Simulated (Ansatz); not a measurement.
By hand: formation energy of C_i in Pt (fcc, Fm-3m)

This concerns the formation energy of C_i in Pt (fcc, Fm-3m). Reaction: C (graphite) + 32 Pt (fcc) → cell A.

A: a supercell of 32 sites of Pt (fcc, Fm-3m) with C off the lattice sites (6 Pt at 2.04 Å); spin state with PBE: run without spin.

Method: Ansatz (a program for electronic structure), PAW, neutral cells at 0 K with nuclei at rest, on structures from PBE+D3(BJ). Ansatz runs with its default PAW set. Other levels take these structures. The lattices are those relaxed with PBE+D3(BJ), so at other levels the solids can be strained, which adds to the spread. Larger cells are relaxed from a start prepared with the learned potential CHGNet, on a coarser mesh till forces fall under 0.03 eV/Å, which some starts already meet. The runs are scalar-relativistic, without spin-orbit coupling. Mesh and cell size may move defect energies by 0.1 eV or more. Cell A has symmetry Pm-3m and got no random move, so less symmetric positions, which may lie lower, weren't tried.

Total energies of the cells in eV, at zero smearing width. They compare only within one column; the weights balance every element.

```tsv
cell	atoms	weight	PBE+D3(BJ)	PBEsol
A: Pt:C_i	33	+1	-401009.89493	-396527.07539
C (graphite)	4	−1/4	-1004.33912	-986.75221
Pt (fcc)	32	−1	-400760.96493	-396282.27561
```

PBE+D3(BJ): (-401009.89493) − 1/4 × (-1004.33912) − (-400760.96493) = 2.155 eV.

PBEsol: (-396527.07539) − 1/4 × (-986.75221) − (-396282.27561) = 1.888 eV.

What follows from the PBE+D3(BJ) value: With the reservoirs of the reaction as written, and without entropy terms or charged states, the share of sites that hold the defect in equilibrium is exp(−2.15 eV/k_BT) = 1.5×10^-11 at 1000 K.
